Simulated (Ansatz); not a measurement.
TaGe (model structure, started from the NbAs type, I4₁md, No. 109, 4 atoms in the cell) was calculated with LDA (Ansatz, an electronic-structure program, plane waves, PAW).

Run with plane-wave cutoff 520 eV, 22×22×22 k mesh, Fermi–Dirac smearing 0.05 eV, scalar-relativistic PAW data made under PBE.

Cell (relaxed at this level):

```xyz
4
Lattice="-1.7056 1.7056 5.8792 1.7056 -1.7056 5.8792 1.7056 1.7056 -5.8792" Properties=species:S:1:pos:R:3 pbc="T T T"
Ta     0.0000     0.0000     5.8884
Ta     1.7056     0.0000     2.9488
Ge     0.0000     0.0000    10.7615
Ge     0.0000     1.7056     1.9427
```

Q: Predict the bulk modulus B0.

A: 
bulk modulus B0: 178 GPa

The run finds no gap.

Note: the bulk modulus is −V dP/dV from two relaxed cells at ±2 % in volume; the relaxation could raise the start's symmetry but not lower it, so the cell can be a saddle point.

Spin–orbit coupling is not included; it can open a gap where bands touch, and shift volumes and moduli.

Computing time: roughly 27 core-minutes.

A model structure was made by putting elements into a prototype or built by hand; it is no filed structure, need not be a known phase, and can be a saddle point held by its symmetry.
